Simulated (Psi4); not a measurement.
Psi4 1.11, B3LYP/def2-svp: C[SiH2]S[Si](Cl)(Cl)Cl, 12 atoms. The geometry is a generated start, not checked to be a minimum at this level.

```json
{
 "task": "gradient",
 "method": "b3lyp",
 "basis": "def2-svp",
 "memory": "7 GB",
 "scf_type": "df (default)",
 "guess": "auto, which took SAD (default)",
 "diis_max_vecs": "10 (default)",
 "scf_initial_accelerator": "adiis (default)",
 "e_convergence": "1e-08 (default)",
 "d_convergence": "1e-08 (default)",
 "basis functions (reference run)": "147",
 "grid points (reference run)": "2145607"
}
```

```xyz
12

Si     2.5145    -0.0662     0.4986
Cl     2.8574    -1.6783    -0.6777
Cl     2.9096     1.5903    -0.5960
Cl     3.7343    -0.1242     2.0889
S      0.5102    -0.0527     1.2204
Si    -0.7235     0.0483    -0.5883
C     -2.4916     0.0328     0.0722
H     -0.3839    -1.1265    -1.3847
H     -0.3587     1.2881    -1.2667
H     -2.6851    -0.8674     0.6492
H     -3.2102     0.0726    -0.7400
H     -2.6730     0.8830     0.7242
```

The reference run has dft_radial_points = 200, dft_spherical_points = 974, dft_pruning_scheme = none (default); it is not itself proven converged. Each setting ran once; only counts and results are compared.

Settings tried, all else as in the reference:
- dft_radial_points = 75 (default), dft_spherical_points = 302 (default), dft_pruning_scheme = treutler
- dft_radial_points = 25, dft_spherical_points = 50
- dft_radial_points = 99, dft_spherical_points = 590, dft_pruning_scheme = treutler
- dft_radial_points = 75 (default), dft_spherical_points = 302 (default), dft_pruning_scheme = robust
- dft_radial_points = 150, dft_spherical_points = 770
- dft_radial_points = 35, dft_spherical_points = 110
- dft_radial_points = 50, dft_spherical_points = 194
- dft_radial_points = 75 (default), dft_spherical_points = 302 (default)
- dft_radial_points = 99, dft_spherical_points = 590, dft_pruning_scheme = robust
- dft_radial_points = 99, dft_spherical_points = 590
- dft_radial_points = 75 (default), dft_spherical_points = 434

Task: Which settings reproduce the reference to 0.10 meV/atom in energy, 1.0 meV/Å in forces (largest component)?

Result: Within it: dft_radial_points = 99, dft_spherical_points = 590; dft_radial_points = 99, dft_spherical_points = 590, dft_pruning_scheme = robust; dft_radial_points = 150, dft_spherical_points = 770. Outside: dft_radial_points = 75 (default), dft_spherical_points = 434; dft_radial_points = 75 (default), dft_spherical_points = 302 (default), dft_pruning_scheme = robust; dft_radial_points = 75 (default), dft_spherical_points = 302 (default); dft_radial_points = 99, dft_spherical_points = 590, dft_pruning_scheme = treutler; dft_radial_points = 75 (default), dft_spherical_points = 302 (default), dft_pruning_scheme = treutler; dft_radial_points = 50, dft_spherical_points = 194; dft_radial_points = 35, dft_spherical_points = 110; dft_radial_points = 25, dft_spherical_points = 50.

```
setting                                                                                                grid points  energy against the reference  difference in forces (largest component)
-----------------------------------------------------------------------------------------------------  -----------  ----------------------------  ----------------------------------------
the reference                                                                                              2145607                             —                                         —
dft_radial_points = 99, dft_spherical_points = 590                                                          649259              −0.0089 meV/atom                                0.30 meV/Å
dft_radial_points = 99, dft_spherical_points = 590, dft_pruning_scheme = robust                             449751              −0.0089 meV/atom                                0.31 meV/Å
dft_radial_points = 150, dft_spherical_points = 770                                                        1278948          under 0.001 meV/atom                                0.37 meV/Å
dft_radial_points = 75 (default), dft_spherical_points = 434                                                363034          under 0.001 meV/atom                                 1.8 meV/Å
dft_radial_points = 75 (default), dft_spherical_points = 302 (default), dft_pruning_scheme = robust         172013               +0.024 meV/atom                                 7.9 meV/Å
dft_radial_points = 75 (default), dft_spherical_points = 302 (default)                                      252759               +0.024 meV/atom                                 7.9 meV/Å
dft_radial_points = 99, dft_spherical_points = 590, dft_pruning_scheme = treutler                           331959               +0.038 meV/atom                                  10 meV/Å
dft_radial_points = 75 (default), dft_spherical_points = 302 (default), dft_pruning_scheme = treutler       137165               +0.051 meV/atom                                  12 meV/Å
dft_radial_points = 50, dft_spherical_points = 194                                                          110110                +0.25 meV/atom                                  31 meV/Å
dft_radial_points = 35, dft_spherical_points = 110                                                           43904                  −12 meV/atom                                 140 meV/Å
dft_radial_points = 25, dft_spherical_points = 50                                                            14325                 +370 meV/atom                                 400 meV/Å
```

Total energies are compared; such shifts often cancel in part in energy differences. The gradients leave out the derivatives of the grid weights. The tolerance is a choice made for this comparison.
